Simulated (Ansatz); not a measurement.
# zinc-blende ZnS (1 1 0) on 3C silicon carbide (1 1 0) (film strained to the substrate, started from cuts of the bulks and a machine-learned relaxation; slabs C30Si30 and S12Zn12, which can lie off the formulas)

A periodic stack without vacuum, zinc-blende ZnS (1 1 0) on 3C silicon carbide (1 1 0) (film strained to the substrate, started from cuts of the bulks and a machine-learned relaxation; slabs C30Si30 and S12Zn12, which can lie off the formulas): substrate slab C30Si30, film S12Zn12, surface cells [[-1, 2], [-1, -1]] and [[0, 2], [-1, 0]], film strained by -1.5 and -1.5 %, outermost planes CSi/CSi and SZn/SZn as cut, which need not be the usual terminations and can put a slab off its formula.

The start was prepared with a machine-learned potential, and the result is one local minimum, with the in-plane cell held and forces under 0.04 eV/Å; the film can end far from its bulk form.

Method: PBE (plane waves to 420 eV, PAW; Ansatz, a first-principles code). Spin–orbit coupling is left out; PBE gaps are too small against experiment. Its k-point mesh 3×4×1, Fermi–Dirac width 0.05 eV.

The interface area is 40.7 Å², the period is 27.27 Å and the heights between the nearest atoms of the two slabs at the two interfaces is 1.76 and 1.31 Å. The C–Zn contacts across the interfaces within 1.22 times the sum of covalent radii is 4, mean 2.07 Å, the S–Si contacts across the interfaces within 1.22 times the sum of covalent radii comes out as 3, mean 2.28 Å and the Si–Zn contacts across the interfaces within 1.22 times the sum of covalent radii comes out as 2, mean 2.58 Å. The C–S contacts across the interfaces within 1.22 times the sum of covalent radii is 1, mean 1.87 Å, the spin-polarised check at this geometry is falls back to no moment and the slope of the mean potential energy in the substrate is -1.4 MV/cm × e.

```
Zn2C5S2Si5
1.0
    7.57975     0.00118     0.32239
   -0.00105     5.36457    -0.00281
    0.57149    -0.91953    27.31603
C Si S Zn
30 30 12 12
Direct
  0.55646   0.17041   0.03348
  0.90074   0.86378   0.02970
  0.25076   0.52869   0.03084
  0.21929   0.03047   0.09000
  0.55812   0.69137   0.08884
  0.89504   0.36990   0.08471
  0.21023   0.54168   0.14485
  0.54523   0.20728   0.14443
  0.87644   0.87766   0.14464
  0.86439   0.38627   0.20066
  0.19775   0.05280   0.20195
  0.53012   0.71742   0.20167
  0.85102   0.89583   0.25825
  0.18418   0.56220   0.25851
  0.51798   0.22820   0.25812
  0.50463   0.73785   0.31492
  0.83826   0.40544   0.31494
  0.17139   0.07267   0.31507
  0.49158   0.24667   0.37126
  0.82479   0.91486   0.37216
  0.15821   0.58314   0.37244
  0.14655   0.09611   0.42831
  0.47844   0.75628   0.42827
  0.81222   0.42443   0.42903
  0.13136   0.60762   0.48751
  0.46336   0.25651   0.48431
  0.79831   0.93096   0.48619
  0.78580   0.43716   0.54291
  0.11536   0.12238   0.54038
  0.45130   0.76174   0.53879
  0.30914   0.70338   0.08929
  0.64041   0.35939   0.08630
  0.97173   0.03459   0.08723
  0.30915   0.17731   0.03114
  0.65443   0.86679   0.03614
  0.99536   0.54960   0.02943
  0.94797   0.05288   0.20130
  0.28023   0.71933   0.20172
  0.61424   0.38439   0.20115
  0.96076   0.54435   0.14351
  0.29377   0.20860   0.14500
  0.62805   0.87454   0.14538
  0.58848   0.40500   0.31464
  0.92152   0.07188   0.31510
  0.25438   0.73942   0.31532
  0.60105   0.89498   0.25822
  0.93453   0.56239   0.25789
  0.26769   0.22889   0.25840
  0.22779   0.76261   0.42938
  0.56275   0.42386   0.42715
  0.89708   0.09125   0.42895
  0.24111   0.24925   0.37178
  0.57489   0.91358   0.37160
  0.90868   0.58168   0.37196
  0.87822   0.11902   0.54025
  0.21034   0.81338   0.54112
  0.55382   0.46354   0.53035
  0.88470   0.60195   0.48619
  0.21056   0.27399   0.48671
  0.55209   0.92926   0.48520
  0.17534   0.78243   0.62357
  0.75366   0.96230   0.61437
  0.93417   0.40754   0.68454
  0.44412   0.41370   0.67665
  0.66685   0.90711   0.75519
  0.17832   0.93379   0.75125
  0.40769   0.43303   0.82532
  0.90258   0.43243   0.82218
  0.13856   0.93618   0.89236
  0.64341   0.96326   0.89882
  0.92243   0.40476   0.95689
  0.41251   0.63724   0.98151
  0.68545   0.17240   0.69114
  0.18451   0.15468   0.67506
  0.88654   0.56607   0.60745
  0.48345   0.76093   0.61318
  0.15464   0.18586   0.82389
  0.65510   0.17307   0.82478
  0.41475   0.65324   0.75118
  0.93042   0.68074   0.75258
  0.62831   0.27797   0.96654
  0.08660   0.03127   0.97788
  0.89152   0.69289   0.89232
  0.39288   0.71436   0.89313
```
